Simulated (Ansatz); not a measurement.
Pd: energy against strain

Pd (fcc, Fm-3m, 14.171 Å³/atom at rest) under an equal strain ε in the (001) plane with the normal axis free, as in a coherent film. LDA in Ansatz, a plane-wave DFT program (PAW, default set), 420 eV, 29×29×29 Γ-centred mesh, Fermi-Dirac smearing 0.10 eV; ions are relaxed within the symmetry of each cell.

Here s stands for strain and y for E less E0.

```
strain (%)  E less E0 (meV/atom)
----------  --------------------
-3.00                          ?
-1.50                       3.47
-1.00                       1.43
-0.50                       0.30
0.00                        0.00
0.50                        0.45
1.00                        1.54
1.50                        3.20
```

Using a parabola, estimate the missing y at s = -3.00 from the other rows, showing the fit.

Least squares gives y = 0.003 - 0.0314·s + 1.4810·s². Residuals (row less fit): 0.088, -0.085, -0.089, -0.003, 0.092, 0.087, -0.088; standard error 0.108 (degrees of freedom: 4). Twice the quadratic coefficient over the volume, 2 × 1.4810 meV × 10⁴ × 0.1602 / 14.171 Å³, is twice the biaxial elastic modulus of this plane = 335 ± 11 GPa. At the withheld row, y = 0.003 - 0.0314 × (-3.0) + 1.4810 × (-3.0)² = 13.426 meV/atom. The calculation gives 15.86 meV/atom, 2.434 meV/atom above the prediction (15.3 % of the range of y in the table). The row lies outside the fitted rows, so this is an extrapolation. From the scatter of the fitted rows alone, a prediction at this place has a standard error of 0.414 meV/atom, so the miss is 5.9 times that.

One order more, fitted to all 13 runs of the series, follows each within 0.02, so the miss is the next term of a smooth law. In a metal these values are sensitive to mesh and smearing; energies are taken to zero smearing, stresses follow the free energy. Rows are the converged runs of the series near zero and its far end; series whose fitted rows scatter by over a few per cent of the range, as at a crossing or softening among them, aren't shown in this form. Most that stay on the fit to the last digits aren't either.
